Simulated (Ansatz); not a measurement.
Consider Sn in the diamond structure (space group Fd-3m, No. 227; relaxed with 0.1 eV smearing).

```cif
data_Sn2
_chemical_formula_sum 'Sn2'
_space_group_name_H-M_alt 'P 1'
_space_group_IT_number 1
_cell_length_a 4.57815
_cell_length_b 4.57815
_cell_length_c 4.57815
_cell_angle_alpha 60.000
_cell_angle_beta 60.000
_cell_angle_gamma 60.000
loop_
_space_group_symop_operation_xyz
  'x, y, z'
loop_
_atom_site_label
_atom_site_type_symbol
_atom_site_fract_x
_atom_site_fract_y
_atom_site_fract_z
_atom_site_occupancy
Sn1 Sn 0.00000 0.00000 0.00000 1
Sn2 Sn 0.25000 0.25000 0.25000 1
```

Level of theory: LDA/PAW in Ansatz (a program for electronic structure), spin-orbit coupling left out.

For the base:

The pressure is 0.0 GPa and the band gap is zero.

One thing is altered: an isotropic linear strain of +2.50 %; the atoms relax in the strained cell.

Question: What happens to the energy relative to the base?

Answer: The energy goes up by 24 meV/atom.

Question: Estimate the effect on the pressure.

Answer: The pressure goes from zero to -2.8 GPa.

Question: Predict the new band gap.

Answer: The band gap is still zero.

Stability against distortions was not tested.
